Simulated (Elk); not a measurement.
```
ZrZn
1.0
    3.19528     0.00000     0.00000
    0.00000     3.19528     0.00000
    0.00000     0.00000     3.19528
Zr Zn
1 1
Direct
  0.50000   0.50000   0.50000
  0.00000   0.00000   0.00000
```

Level of theory: Elk 10.2.4 with PBEsol, all-electron FP-LAPW, Elk's shipped species files, APW+lo basis with extra local orbitals.

The set-up and first iterations of an Elk log for ZrZn (Pm-3m, 2 atoms in the cell):

```
│ Elk code version 10.2.4 │

All units are atomic (Hartree, Bohr, etc.)

│ Ground-state run starting from atomic densities │

Lattice vectors :
   6.038204093       0.000000000       0.000000000
   0.000000000       6.038204093       0.000000000
   0.000000000       0.000000000       6.038204093

Unit cell volume      :    220.1523697
Brillouin zone volume :    1.126720615

Muffin-tin inner radius fraction :   0.1000000000E-01

Nuclei treated as point charges

Species :    1 (Zr)
 parameters loaded from : Zr.in
 name : zirconium
 nuclear charge    :   -40.00000000
 electronic charge :    40.00000000
 atomic mass :    166291.1791
 muffin-tin radius :    2.600000000
 number of radial points in muffin-tin :    597
 atomic positions (lattice), magnetic fields (Cartesian) :
   1 :   0.00000000  0.00000000  0.00000000    0.00000000  0.00000000  0.00000000

Species :    2 (Zn)
 parameters loaded from : Zn.in
 name : zinc
   [... lines left out ...]
 using average radius
Maximum |G+k| for APW functions       :    3.200000000
Maximum (1/2)|G+k|²                   :    5.120000000
Maximum |G| for potential and density :    16.00000000
 potential will be trimmed for |G| > 2 gkmax
Constant for pseudocharge density :   10
Radial integration step length :    4

G-vector grid sizes :     32    32    32
Number of G-vectors :    15275

Maximum angular momentum used for
 APW functions                      :    8
 outer part of muffin-tin           :    6
 inner part of muffin-tin           :    2

Total nuclear charge    :   -70.00000000
Total core charge       :    40.00000000
Total valence charge    :    30.00000000
Total excess charge     :    0.000000000
Total electronic charge :    70.00000000

Effective Wigner radius, rₛ :   0.9088919113

Number of empty states         :    8
Total number of valence states :   23
Total number of core states    :   40

Conduction state local-orbitals added automatically
Total number of local-orbitals :  160

Exchange-correlation functional :     22     0     0
 PBEsol, Phys. Rev. Lett. 100, 136406 (2008)
 gradient requirement :    1
 generalised gradient approximation (GGA)

Smearing type :    3
 Fermi-Dirac
Smearing width :   0.3674930000E-02
Effective electronic temperature (K) :    1160.451112

Mixing type :    3
 Broyden mixing, J. Phys. A: Math. Gen. 17, L317 (1984)

Kohn-Sham potential initialised from atomic data
│ Self-consistent loop started │
│ Loop number : 1 │
 total energy                :     -5389.65397524
│ Loop number : 2 │
 total energy                :     -5390.01154154
RMS change in Kohn-Sham potential (target) :   0.2209283615     (  0.1000000000E-05)
Absolute change in total energy (target)   :   0.3575663000     (  0.1000000000E-03)
│ Loop number : 3 │
 total energy                :     -5390.52894449
RMS change in Kohn-Sham potential (target) :   0.2034763260     (  0.1000000000E-05)
Absolute change in total energy (target)   :   0.6067945291     (  0.1000000000E-03)
│ Loop number : 4 │
 total energy                :     -5390.64762059
RMS change in Kohn-Sham potential (target) :   0.1863167974     (  0.1000000000E-05)
Absolute change in total energy (target)   :   0.2703747359     (  0.1000000000E-03)
│ Loop number : 5 │
 total energy                :     -5391.08873061
RMS change in Kohn-Sham potential (target) :   0.8834349998E-01 (  0.1000000000E-05)
Absolute change in total energy (target)   :   0.5087036994     (  0.1000000000E-03)
│ Loop number : 6 │
 total energy                :     -5392.09527370
RMS change in Kohn-Sham potential (target) :   0.1779142976E-01 (  0.1000000000E-05)
Absolute change in total energy (target)   :    1.133719014     (  0.1000000000E-03)
│ Loop number : 7 │
 total energy                :     -5390.30209978
RMS change in Kohn-Sham potential (target) :   0.4254037042E-01 (  0.1000000000E-05)
   [... lines left out ...]
```

Task: How does the run end?

Result: The run ended unconverged after 100 iterations. It gives no final result for the task that was set. The log goes on:

```
 total energy                :     -5394.69932573
RMS change in Kohn-Sham potential (target) :   0.6963786160E-01 (  0.1000000000E-05)
   [... lines left out ...]
RMS change in Kohn-Sham potential (target) :   0.2378925269E-01 (  0.1000000000E-05)
Absolute change in total energy (target)   :   0.1833346187     (  0.1000000000E-03)
│ Loop number : 98 │
 total energy                :     -5393.04949774
RMS change in Kohn-Sham potential (target) :   0.2769852289E-01 (  0.1000000000E-05)
Absolute change in total energy (target)   :   0.7249059516E-01 (  0.1000000000E-03)
│ Loop number : 99 │
 total energy                :     -5393.05442254
RMS change in Kohn-Sham potential (target) :   0.2770757821E-01 (  0.1000000000E-05)
Absolute change in total energy (target)   :   0.2304745399E-01 (  0.1000000000E-03)
│ Loop number : 100 │
Reached self-consistent loops maximum

Energies :
 Fermi                       :     0.365229336537
 total energy                :     -5393.36092153

Density of states at Fermi energy :    20.61259506
 (states/Hartree/unit cell)

Estimated indirect band gap :   0.6162745824E-02
 from k-point      9 to k-point     13
Estimated direct band gap   :   0.1689533446E-01
 at k-point     13

Charges :
 core                        :    40.00000000
 valence                     :    30.00000000
 interstitial                :    2.672482973
 muffin-tins (core leakage)
  species :    1 (Zr)
   atom    1                 :    38.11021787     (  0.2927340070E-05)
  species :    2 (Zn)
   atom    1                 :    29.21729915     (  0.8381016634E-04)
 total in muffin-tins        :    67.32751703
 total calculated charge     :    69.99439157
 total charge                :    70.00000000
 error                       :   0.5608431588E-02

│ Self-consistent loop stopped │
```

The starting cell comes from a database of computed structures (which also holds hypothetical and non-ambient phases and stackings), without a prior relaxation at this level. Its lattice was rescaled by a random factor within 2.5 % of one. For this run, on top of that: lattice scaled by 0.98. Values depend on the basis (sphere radii, cutoffs, local orbitals), which need not be converged.

The run was DFT, PBEsol, all-electron FP-LAPW, Elk's shipped species files, APW+lo basis with extra local orbitals. Main settings of its input:

```
setting          value
-------  -------------
xctype              22
rgkmax               8
swidth   0.00367493 Ha
ngridk           7 7 7
gmaxvr       16 1/bohr
nxlo                 2
lorbcnd           true
lmaxi                2
maxscl             100
```
